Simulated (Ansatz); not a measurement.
Levels about the gap of amorphous Si24O51Y2 (77 atoms in a cell of 1128 Å³, 2.45 g/cm³; zone centre alone, so wide bands show as single levels with stretches between that a denser mesh fills), at the geometry that PBE relaxed, where it gives 0.0 GPa on a denser mesh. Exact exchange is cut at the faces of this small cell, which leaves a finite-size error. The participation number counts the atoms over which a state spreads; weights are charges in smoothed Voronoi cells. The levels come from a single point, so bond lengths are those of that geometry. Method of the levels: HSE06, scalar-relativistic without spin-orbit coupling (Ansatz, a quantum-chemistry and plane-wave program). Sampling: the zone centre alone; Fermi-Dirac width 0.02 eV; no spin polarisation. At PBE the levels at the filled edge of the gap are localised (band-tail or defect states), and the nearest spread-out levels lie 4.9 eV apart at the zone centre.

It comes from a melt-quench run on a machine-learned potential (CHGNet), relaxed afterwards by DFT. O atoms were pushed apart under 1.9 Å during the dynamics, to hinder bonds among them. The hot cell started wider than the set density and was brought back towards it in steps. It is the lowest in DFT energy of 2 quenches. It is a model cell: composition and starting density were chosen by hand, and all elements were melted together. No dispersion term was used. Its density started from a set value of 2.38 and ended at 2.45 g/cm³. The quench (nominally 400 K/ps over its main leg) was far faster than any real one, so the model tends to hold more defects than a real film. A cell of this size samples the disorder only roughly. Volume and shape were free in the relaxation.

```tsv
E - E(highest filled), eV	filling	participation number	largest on	weight O	weight Y	weight Si
-0.68	filled	10.4	O, 2 neighbours	0.94	0.03	0.03
-0.52	filled	3.9	O, 2 neighbours	0.95	0.00	0.05
-0.46	filled	9.7	O, 2 neighbours	0.95	0.02	0.03
-0.41	filled	8.0	O, 2 neighbours	0.95	0.01	0.04
-0.29	filled	4.7	O, 2 neighbours	0.95	0.02	0.04
-0.24	filled	5.8	O, 2 neighbours	0.95	0.01	0.03
0.00	filled	3.7	O, 2 neighbours	0.96	0.01	0.03
5.85	empty	9.5	Y, 5 neighbours	0.56	0.34	0.10
6.70	empty	5.4	Y, 5 neighbours	0.43	0.48	0.10
6.90	empty	4.7	Y, 5 neighbours	0.44	0.48	0.08
7.24	empty	7.3	Y, 5 neighbours	0.42	0.49	0.09
7.54	empty	6.6	Y, 5 neighbours	0.41	0.52	0.08
7.60	empty	4.2	Y, 5 neighbours	0.37	0.57	0.06
7.89	empty	6.4	Y, 4 neighbours	0.45	0.48	0.07
```

Most localised among these is the filled level at +0.00 eV, on a O atom, which has 2 neighbours (Si 1.59 Å, Y 2.10 Å).
